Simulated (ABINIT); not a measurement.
## Worked example: self-consistent single point of BaCuSbO₅ (P4mm, 8 atoms in the cell) in ABINIT

Level of theory: PBEsol, PAW (JTH v2.0 PBE PAW, files made for PBE) (plane waves; ABINIT).

Input as run:

```
# BaCuSbO5, JTH v2.0 PBE PAW
pp_dirpath "./"
pseudos "Ba.GGA_PBE-JTH.xml, Cu.GGA_PBE-JTH.xml, Sb.GGA_PBE-JTH.xml, O.GGA_PBE-JTH.xml"
acell 3*1.0
rprim
         7.0998012057    0.0000000000    0.0000000000
         0.0000000000    7.0998012057    0.0000000000
         0.0000000000    0.0000000000   17.6993052743
natom 8
ntypat 4
znucl 56 29 51 8
typat 1 2 3 4 4 4 4 4
xred
         0.0000000000    0.0000000000    0.0319700000
         0.5000000000    0.5000000000    0.2775100000
         0.5000000000    0.5000000000    0.7118600000
         0.0000000000    0.5000000000    0.6558300000
         0.5000000000    0.0000000000    0.6558300000
         0.0000000000    0.5000000000    0.2363600000
         0.5000000000    0.0000000000    0.2363600000
         0.5000000000    0.5000000000    0.9175800000
ecut 30 Ha
pawecutdg 60 Ha
pawovlp -1
pawxcdev 0
ixc -116133
occopt 3
tsmear 0.05 eV
nband 47
kptopt 1
ngkpt 7 7 3
nshiftk 1
shiftk 0 0 0
nstep 100
toldfe 1.0e-09
prtwf 0
prtden 0
enunit 2
```

Output (repeated stretches shortened):

```
 Symmetries : space group P4 m m (# 99); Bravais tP (primitive tetrag.)

 -outvars: echo values of preprocessed input variables --------
            acell      1.0000000000E+00  1.0000000000E+00  1.0000000000E+00 Bohr
             ecut      3.00000000E+01 Hartree
           enunit           2
              ixc     -116133
         kptrlatt        7    0    0      0    7    0      0    0    3
          kptrlen      4.96986084E+01
            natom           8
            nband          47
            ngfft          36      36      90
          ngfftdg          50      50     125
             nkpt          20
            nstep         100
             nsym           8
           ntypat           4
           occopt           3
        pawecutdg      6.00000000E+01 Hartree
          pawovlp     -1.0000000000E+00
         pawxcdev           0
            rprim      7.0998012057E+00  0.0000000000E+00  0.0000000000E+00
                       0.0000000000E+00  7.0998012057E+00  0.0000000000E+00
                       0.0000000000E+00  0.0000000000E+00  1.7699305274E+01
          spgroup          99
           toldfe      1.00000000E-09 Hartree
           tsmear      1.83746627E-03 Hartree
            typat      1  2  3  4  4  4  4  4
           useylm           1
             xred      0.0000000000E+00  0.0000000000E+00  3.1970000000E-02
                       5.0000000000E-01  5.0000000000E-01  2.7751000000E-01
                       5.0000000000E-01  5.0000000000E-01  7.1186000000E-01
                       0.0000000000E+00  5.0000000000E-01  6.5583000000E-01
                       5.0000000000E-01  0.0000000000E+00  6.5583000000E-01
                       0.0000000000E+00  5.0000000000E-01  2.3636000000E-01
                       5.0000000000E-01  0.0000000000E+00  2.3636000000E-01
                       5.0000000000E-01  5.0000000000E-01  9.1758000000E-01
            znucl       56.00000   29.00000   51.00000    8.00000

== DATASET  1 ==================================================================

 Real(R)+Recip(G) space primitive vectors, cartesian coordinates (Bohr,Bohr^-1):
 R(1)=  7.0998012  0.0000000  0.0000000  G(1)=  0.1408490  0.0000000  0.0000000
 R(2)=  0.0000000  7.0998012  0.0000000  G(2)=  0.0000000  0.1408490  0.0000000
 R(3)=  0.0000000  0.0000000 17.6993053  G(3)=  0.0000000  0.0000000  0.0564994
 Unit cell volume ucvol=  8.9217202E+02 bohr^3
 Angles (23,13,12)=  9.00000000E+01  9.00000000E+01  9.00000000E+01 degrees

 Coarse grid specifications (used for wave-functions):

 getcut: wavevector=  0.0000  0.0000  0.0000  ngfft=  36  36  90
         ecut(hartree)=     30.000   => boxcut(ratio)=   2.05651

 Fine grid specifications (used for densities):

 getcut: wavevector=  0.0000  0.0000  0.0000  ngfft=  50  50 125
         ecut(hartree)=     60.000   => boxcut(ratio)=   2.00921

   1.09106903E+04                                ecore*ucvol(ha*bohr**3)

_setup2: Arith. and geom. avg. npw (full set) are    7002.687    7002.669

--- !BeginCycle
solver: {iscf: 17, nstep: 100, nline: 4, wfoptalg: 10, }
tolerances: {toldfe: 1.00E-09, }
...

     iter   Etot(hartree)      deltaE(h)  residm     nres2
 ETOT  1  -378.84374552049    -3.788E+02 4.467E+00 1.049E+02
 ETOT  2  -387.30355318666    -8.460E+00 5.162E-02 1.830E+02
 ETOT  3  -386.80848892029     4.951E-01 3.363E-01 3.124E+01
 ETOT  4  -386.79665191895     1.184E-02 1.660E-02 1.233E+01
 ETOT  5  -386.79051202212     6.140E-03 8.741E-03 1.249E+01
 ETOT  6  -386.76823464192     2.228E-02 5.277E-03 3.490E+00
   [... 13 lines left out ...]
 ETOT 20  -386.76362199895     8.611E-09 3.465E-05 1.102E-06
 ETOT 21  -386.76362200633    -7.376E-09 3.417E-05 4.342E-07
 ETOT 22  -386.76362200883    -2.498E-09 1.731E-05 2.665E-07
 ETOT 23  -386.76362200913    -3.035E-10 1.742E-05 6.976E-08
 ETOT 24  -386.76362200926    -1.311E-10 8.597E-06 5.117E-08

 At SCF step   24, etot is converged :
  for the second time, diff in etot=  1.311E-10 < toldfe=  1.000E-09

 Cartesian components of stress tensor (hartree/bohr^3)
  sigma(1 1)=  1.52103271E-04  sigma(3 2)=  0.00000000E+00
  sigma(2 2)=  1.52103271E-04  sigma(3 1)=  0.00000000E+00
  sigma(3 3)=  9.71099884E-05  sigma(2 1)=  0.00000000E+00

 ----iterations are completed or convergence reached----

 reduced coordinates (array xred) for    8 atoms
       0.000000000000      0.000000000000      0.031970000000
       0.500000000000      0.500000000000      0.277510000000
       0.500000000000      0.500000000000      0.711860000000
       0.000000000000      0.500000000000      0.655830000000
       0.500000000000      0.000000000000      0.655830000000
       0.000000000000      0.500000000000      0.236360000000
       0.500000000000      0.000000000000      0.236360000000
       0.500000000000      0.500000000000      0.917580000000
 cartesian forces (eV/Angstrom) at end:
    1     -0.00000000000000    -0.00000000000000     0.17562164338431
    2     -0.00000000000000    -0.00000000000000    -0.32580824498567
    3     -0.00000000000000    -0.00000000000000     0.07054555796388
    4     -0.00000000000000    -0.00000000000000     0.17371326114627
    5     -0.00000000000000    -0.00000000000000     0.17371326114627
    6     -0.00000000000000    -0.00000000000000    -0.05308066431867
    7     -0.00000000000000    -0.00000000000000    -0.05308066431867
    8     -0.00000000000000    -0.00000000000000    -0.16162415001773
 frms,max,avg= 9.8759119E-02 3.2580824E-01   0.000E+00  0.000E+00  6.352E-04 e/A
 length scales=  1.000000000000  1.000000000000  1.000000000000 bohr
              =  0.529177208590  0.529177208590  0.529177208590 angstroms
 Fermi (or HOMO) energy (hartree) =   0.07996   Average Vxc (hartree)=  -0.34799
 Eigenvalues (hartree) for nkpt=  20  k points:
 kpt#   1, nband= 47, wtk=  0.00680, kpt=  0.0000  0.0000  0.0000 (reduced coord)
  -4.04458   -2.49005   -2.49005   -2.46779   -1.00118   -1.00111   -0.99409   -0.99409
  -0.98929   -0.86562   -0.63696   -0.56322   -0.54979   -0.51369   -0.50905   -0.30783
  -0.30783   -0.30705   -0.15997   -0.15997   -0.15039   -0.07301   -0.07301   -0.04143
  -0.02109   -0.01198   -0.01019    0.00406    0.00406    0.02127    0.02127    0.02264
   0.03172    0.03520    0.03520    0.05987    0.06196    0.06822    0.06822    0.22957
   0.23076    0.25761    0.28119    0.37913    0.37961    0.37961    0.39029
      occupation numbers for kpt#   1
   2.00000    2.00000    2.00000    2.00000    2.00000    2.00000    2.00000    2.00000
   2.00000    2.00000    2.00000    2.00000    2.00000    2.00000    2.00000    2.00000
   2.00000    2.00000    2.00000    2.00000    2.00000    2.00000    2.00000    2.00000
   2.00000    2.00000    2.00000    2.00000    2.00000    2.00000    2.00000    2.00000
   2.00000    2.00000    2.00000    1.99996    1.99989    1.99665    1.99665    0.00000
   0.00000    0.00000    0.00000    0.00000    0.00000    0.00000    0.00000
 prteigrs : prtvol=0 or 1, do not print more k-points.

 Fermi (or HOMO) energy (eV) =   2.17594   Average Vxc (eV)=  -9.46938
 Eigenvalues (   eV  ) for nkpt=  20  k points:
 kpt#   1, nband= 47, wtk=  0.00680, kpt=  0.0000  0.0000  0.0000 (reduced coord)
-110.05869  -67.75782  -67.75782  -67.15208  -27.24350  -27.24149  -27.05060  -27.05060
 -26.91984  -23.55478  -17.33260  -15.32609  -14.96052  -13.97833  -13.85205   -8.37657
  -8.37657   -8.35513   -4.35292   -4.35292   -4.09240   -1.98670   -1.98670   -1.12731
  -0.57380   -0.32591   -0.27721    0.11050    0.11050    0.57871    0.57871    0.61616
   0.86317    0.95781    0.95781    1.62916    1.68593    1.85647    1.85647    6.24688
   6.27920    7.00993    7.65159   10.31657   10.32979   10.32979   10.62036
 prteigrs : prtvol=0 or 1, do not print more k-points.

--- !EnergyTerms
comment             : Components of total free energy in Hartree
kinetic             :  6.17347575540864E+01
hartree             :  1.41104837618080E+02
xc                  : -2.90808672995141E+01
Ewald energy        : -1.97347695104537E+02
psp_core            :  1.22293572469507E+01
local_psp           : -3.65674748497588E+02
spherical_terms     : -9.72808236433920E+00
internal            : -3.86762440846861E+02
'-kT*entropy'       : -1.12393415205443E-03
total_energy        : -3.86763564781013E+02
total_energy_eV     : -1.05243718243181E+04
...

-Cartesian components of stress tensor (GPa)         [Pressure= -3.9357E+00 GPa]
- sigma(1 1)=  4.47503197E+00  sigma(3 2)=  0.00000000E+00
- sigma(2 2)=  4.47503197E+00  sigma(3 1)=  0.00000000E+00
- sigma(3 3)=  2.85707402E+00  sigma(2 1)=  0.00000000E+00

 Calculation completed.
```

The run converged in 24 iterations.

The starting cell comes from a database of computed structures (which also holds hypothetical and non-ambient phases and stackings), without a prior relaxation at this level. Its lattice was rescaled by a random factor within 2.5 % of one. Spin polarisation is off, so a magnetic state, if there is one, cannot be reached. The potentials were made for another functional than the one used. With a pressure of about -4 GPa the cell is away from its equilibrium volume at this level. The run gives no clean gap (levels at the Fermi energy touch, overlap or are partly filled at this smearing), which alone does not show that the compound is a metal.

Cost on one core of a shared machine: roughly 7 min.
